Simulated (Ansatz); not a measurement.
The starting structures come from a database of crystals and need not be the phases stable at ambient conditions.

 Where the default PAW files enter, the runs use the earlier of Ansatz's two default sets.

Data:

```xyz
10
Lattice="5.3790 0.0000 0.0000 -2.6895 4.6584 0.0000 2.6895 1.5528 4.7649" Properties=species:S:1:pos:R:3 pbc="T T T"
Zn     0.0000     3.1056     0.4592
Zn     5.3790     3.1056     4.3057
Sn     2.6895     4.6584     2.1436
Sn     2.6895     1.5528     2.6213
O      1.9092     2.9788     1.2179
O      3.4699     3.2324     3.5470
O     -0.8448     4.8224     1.2179
O      6.2238     1.3888     3.5470
O      4.3146     1.5156     1.2179
O      1.0644     4.6956     3.5470
```

Space group of this cell: R-3. The cell is taken as given; by PBEsol its mean pressure is -7.0 GPa.

Computed with PBEsol (plane waves, PAW; Ansatz, a quantum-chemistry and plane-wave program).

The current runs along the normal of the first two printed vectors; no spin-orbit coupling. Scaled by the factor s: both lengths across the current (ions clamped). The meshes follow the cell: 8×8×8 and 12×12 across at s = 0.98, 8×8×8 and 12×12 across at s = 1.00, 8×8×8 and 6×6 across at s = 1.02.

```
s     mean pressure (GPa)  band gap (eV)
----  -------------------  -------------
0.98                  0.3           1.50
1.00                 -7.0           1.20
1.02                -12.8              ?
```

Q: Take the slope of the band gap against ln s from the two given rows, extrapolate to s = 1.02, and say what the run there gives.

A: Slope = (1.50 − 1.20) / ln 0.98 = -14.8 eV. The line gives 1.20 + (-14.8) × ln 1.02 = 0.91 eV. The run gives 0.90 eV, 0.01 eV under the line, 2 % of the predicted step.
